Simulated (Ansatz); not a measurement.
# Pb under a change: 7 layers

Consider Pb in the fcc (Cu type) structure (space group Fm-3m, No. 225; a = 4.991 Å). Axes: x, y, z lie along the cube axes.

The change: a free-standing slab of 7 layers (7 atoms, 1 a layer) is cut normal to [111], with 15 Å of vacuum and the in-plane cell held at bulk.

Calculations: r2SCAN (Ansatz, a first-principles code; PAW; 500 eV plane waves; no spin-orbit coupling), earlier PAW set. Γ-centred 15×15×1 mesh, Fermi–Dirac width 0.05 eV, for the changed cell.

* **Layer's space group (with vacuum)**: P-3m1 (No. 164)
* **Band gap**: zero (base zero)
* **Excess energy per area of both faces (slab less bulk energy over the cell's area: twice a surface energy)**: 0.6 J/m² (uncertain by up to 0.1 J/m²)
* **Change of the spacing d12 from its bulk value of 2.882 Å**: -7.3 %
* **Change of the spacing d23 from its bulk value of 2.882 Å**: +3.1 %

The excess energy carries the mismatch between the slab's and the bulk's meshes. No phonon test of stability was made.
